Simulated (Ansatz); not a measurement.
# A computed series for MgTe: response to strain

Start from MgTe in the wurtzite structure (space group P6_3mc, No. 186; a = 4.561 Å, c = 7.412 Å). Axes: x lies along a and z along c of the hexagonal cell.

Strains are applied to the cell and any free atomic positions relax; under biaxial strain the out-of-plane vector relaxes too.

The values are results of PBEsol (Ansatz, a quantum-chemistry and plane-wave program, PAW, no SOC), not measurements.

Notes on the quantities. pressure: mean of the normal stresses, compression positive.

| variant | out-of-plane strain | band gap | pressure |
|---|---|---|---|
| base | – | 2.39 eV | -0.01 GPa |
| biaxial strain +0.60 %, plane normal [001], relaxed out of plane | -0.57 % | 2.32 eV | -0.24 GPa |
| biaxial strain +1.20 %, plane normal [001], relaxed out of plane | -1.14 % | 2.25 eV | -0.46 GPa |
| biaxial strain +1.80 %, plane normal [001], relaxed out of plane | -1.72 % | 2.18 eV | -0.68 GPa |
| biaxial strain +2.40 %, plane normal [001], relaxed out of plane | -2.30 % | 2.11 eV | -0.89 GPa |
| biaxial strain +3.00 %, plane normal [001], relaxed out of plane | -2.90 % | 2.04 eV | -1.09 GPa |

Spin-orbit coupling, missing from the scalar runs, can matter with Te. Stability against distortions was not tested.
